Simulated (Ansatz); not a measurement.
The starting structures come from a database of crystals and need not be the phases stable at ambient conditions.

 Where the default PAW files enter, the runs use the earlier of Ansatz's two default sets.

Inside the gap of an insulator the Bloch states are evanescent, with a wavenumber k + iκ along the transport direction.

Consider the following.

```
BaTe3
1.0
    4.48623     0.00000     0.00000
    0.00000     8.07664     0.00000
    0.00000     0.00000     8.07664
Ba Te
2 6
Direct
  0.00000   0.50000   0.50000
  0.00000   0.00000   0.00000
  0.50746   0.80056   0.69944
  0.49254   0.30056   0.80056
  0.50746   0.19944   0.30056
  0.49254   0.69944   0.19944
  0.87186   0.00000   0.50000
  0.12814   0.50000   0.00000
```

Space group of this cell: P-42_1m. The cell is taken as given.

Transport runs along the normal of the first two printed cell vectors, the (100) plane of the conventional cell.

No gap correction and no spin-orbit coupling; mid-gap values are interpolated between computed energies.

Problem. Predict the band gap and the smallest decay constant κ at mid-gap from Ansatz (a quantum-chemistry and plane-wave program) with r2SCAN.

Solution. Gap 1.17 eV on a 8×4×4 mesh; κ = 0.165 1/Å, at the zone centre.
